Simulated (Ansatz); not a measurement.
**SrTiO3: response to strain**

Consider SrTiO$_{3}$ in the cubic perovskite structure (space group Pm-3m, No. 221).

```yaml
crystal:
  lattice:
    - [3.89114, 0.00000, 0.00000]
    - [0.00000, 3.89114, 0.00000]
    - [0.00000, 0.00000, 3.89114]
  atoms:
    - { symbol: Sr, position: [0.00000, 0.00000, 0.00000] }
    - { symbol: Ti, position: [0.50000, 0.50000, 0.50000] }
    - { symbol: O, position: [0.50000, 0.00000, 0.50000] }
    - { symbol: O, position: [0.00000, 0.50000, 0.50000] }
    - { symbol: O, position: [0.50000, 0.50000, 0.00000] }
```

Cartesian axes are those of the cell as printed.

Strains are applied to the cell and any free atomic positions relax.

All numbers come from Ansatz (a first-principles code) PBEsol, spin-orbit coupling left out.

Notes on the quantities. energy relative to the base: free energy F.

| change | energy relative to the base | smallest direct gap | band gap |
|---|---|---|---|
| base | 0 meV/atom | 2.19 eV | 1.85 eV |
| tensor shear ε_xy = +1.00 % | +1.7 meV/atom | 2.10 eV | ? |
| tensor shear ε_xy = +0.33 % | +0.2 meV/atom | 2.16 eV | 1.84 eV |
| tensor shear ε_xy = +0.67 % | +0.7 meV/atom | 2.13 eV | ? |
| tensor shear ε_xy = +1.67 % | +4.7 meV/atom | ? | 1.77 eV |
| tensor shear ε_xy = +1.33 % | +3.0 meV/atom | 2.07 eV | 1.79 eV |

### Question
What belongs in the blanks?

### Answer

- tensor shear ε_xy = +1.00 %, band gap: 1.80 eV
- tensor shear ε_xy = +0.67 %, band gap: 1.82 eV
- tensor shear ε_xy = +1.67 %, smallest direct gap: 2.04 eV

Stability against distortions was not tested. All final runs are without spin polarisation. Many cubic perovskites are stable only at high temperature; tilts and polar distortions were not tested.
